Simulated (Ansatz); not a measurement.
The starting structures come from a database of crystals and need not be the phases stable at ambient conditions.

 Where the default PAW files enter, the runs use the earlier of Ansatz's two default sets.

By PBEsol, the system below comes out a metal.

A figure of merit of an interconnect metal is its ballistic conductance per area.

Data:

```
CELL_PARAMETERS angstrom
      4.99922     0.00000     0.00000
     -2.49961     4.32945     0.00000
      2.49961     1.44315     1.02046
ATOMIC_POSITIONS crystal
  Hf 0.00000 0.00000 0.00000
```

Space group of this cell: Im-3m, bcc (W type). The cell is taken as given; by PBEsol its mean pressure is -3.8 GPa.

The current flows along the normal of the first two printed cell vectors, the (111) plane of the conventional cell. No spin-orbit coupling; the value is a mean over 0.1 eV about the Fermi level.

### Question
Give the ballistic conductance per area that PBEsol in Ansatz (a quantum-chemistry and plane-wave program) yields.

### Answer
1.4 × 10¹⁵ S/m² for both spins.
